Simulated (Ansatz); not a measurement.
The starting structures come from a database of crystals and need not be the phases stable at ambient conditions.

 Where the default PAW files enter, the runs use the earlier of Ansatz's two default sets.

By LDA, the system below comes out a metal.

A figure of merit of an interconnect metal is its ballistic conductance per area.

Input:

```
CELL_PARAMETERS angstrom
      4.96233     0.00000     0.00000
     -2.48116     4.29750     0.00000
      0.00000     0.00000     3.08623
ATOMIC_POSITIONS crystal
  Hf 0.66667 0.33333 0.50000
  Hf 0.33333 0.66667 0.50000
  Hf 0.00000 0.00000 0.00000
```

Space group of this cell: P6/mmm. The cell is taken as given; by LDA its mean pressure is -6.8 GPa.

The current flows along the normal of the first two printed cell vectors, the (001) plane of the conventional cell. No spin-orbit coupling; the value is a mean over 0.1 eV about the Fermi level.

Task: Give the ballistic conductance per area that LDA (Ansatz, a first-principles code) yields.

Result: 0.51 × 10¹⁵ S/m² for both spins.
